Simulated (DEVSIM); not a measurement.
**abrupt GaAs p-n junction**

Structure: abrupt GaAs p-n junction, at 300 K.

```
layer (left to right)  material  thickness (μm)  Nd (cm⁻³)  Na (cm⁻³)  τn (s)  τp (s)
---------------------  --------  --------------  ---------  ---------  ------  ------
1                          GaAs           0.310          -     1.9e16  1.3e-9  1.3e-9
2                          GaAs           0.340     7.2e16          -  1.3e-9  1.3e-9
```

Left contact: ohmic. Right contact: ohmic. Voltage is applied to the left contact. Recombination: SRH at mid-gap. Mobility is constant in doping.

This is a model device: material constants are rounded textbook-type values typed into the input, and sizes, dopings and lifetimes were drawn at random. Values at 300 K.

```
parameter        GaAs
-------------  ------
gap (eV)        1.424
affinity (eV)    4.07
permittivity     12.9
Nc (cm⁻³)      4.7e17
Nv (cm⁻³)        9e18
μn (cm²/Vs)      8500
μp (cm²/Vs)       400
```

DEVSIM, 1D drift-diffusion, Boltzmann statistics, complete ionisation; no tunnelling, impact ionisation, image-force lowering or self-heating.

```
Item                                                Value
---------------------------------------------  ----------
Potential step across the device at zero bias     1.216 V
Largest field in the device at zero bias       70000 V/cm
Dark forward voltage at 1 A/cm²                   0.910 V
Dark forward voltage at 100 A/cm²                 1.034 V
```

Small-signal capacitance in reverse bias (quasi-static):

```tsv
V (V)	C (nF/cm²)
-0.4	30.7
-1	28.4
-2	26.6
-3	25.3
-4	24.1
-6	22.2
-8	20.7
```

Dark reverse current:

```json
[
 {"V (V)": "-0.40", "J (A/cm²)": "-9.5e-10"},
 {"V (V)": "-1.00", "J (A/cm²)": "-1.9e-9"},
 {"V (V)": "-2.00", "J (A/cm²)": "-3.0e-9"},
 {"V (V)": "-3.00", "J (A/cm²)": "-3.7e-9"},
 {"V (V)": "-4.00", "J (A/cm²)": "-4.2e-9"},
 {"V (V)": "-6.00", "J (A/cm²)": "-5.0e-9"},
 {"V (V)": "-8.00", "J (A/cm²)": "-5.7e-9"}
]
```
